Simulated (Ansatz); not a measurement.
Base system: WSi2 (space group I4/mmm, No. 139; a = 3.212 Å, c = 7.807 Å; relaxed with 0.1 eV smearing). Axes: x, y, z lie along a, b, c of the conventional cell.

Structures relaxed with Kohn–Sham DFT with the r2SCAN functional, run in Ansatz (an electronic-structure program) with PAW and 500 eV plane waves, no SOC, earlier PAW set.

Base:

Simulated powder pattern, Co Kα, λ = 1.79026 Å (kinematic, ideal powder, no thermal factors, no anomalous dispersion; the 14 strongest lines at most, above 2 %, up to 2θ = 90°):

```
2θ (°)  I/Imax (%)    hkl
------  ----------  -----
26.52           50  (002)
35.08          100  (101)
46.42           58  (110)
52.55           81  (103)
54.25           32  (112)
54.60          7.6  (004)
67.74           20  (200)
74.12           14  (202)
74.42           13  (114)
78.63           23  (211)
79.21           12  (105)
86.94          5.4  (006)
```

Modification: uniaxial stress, 8 GPa compression along x, with the cell and atoms free to relax against it.

After the change:

Simulated powder pattern, Co Kα, λ = 1.79026 Å (kinematic, ideal powder, no thermal factors, no anomalous dispersion; the 14 strongest lines at most, above 2 %, up to 2θ = 90°):

| 2θ (°) | I/Imax (%) | hkl |
|---|---|---|
| 26.45 | 89 | (002) |
| 34.92 | 90 | (011) |
| 35.66 | 85 | (101) |
| 46.78 | 100 | (110) |
| 52.36 | 73 | (013) |
| 52.90 | 71 | (103) |
| 54.45 | 14 | (004) |
| 54.54 | 56 | (112) |
| 67.38 | 18 | (020) |
| 69.24 | 16 | (200) |
| 73.74 | 12 | (022) |
| 74.56 | 23 | (114) |
| 78.63 | 20 | (121) |
| 79.95 | 20 | (211) |

The indices refer to the base's conventional cell; one index is shown for lines that coincide. The space group is now Immm (No. 71).

Load acts through the strain it causes; cell and atoms are relaxed under it. Stability under load was not tested beyond the relaxation. All final runs are without spin polarisation.
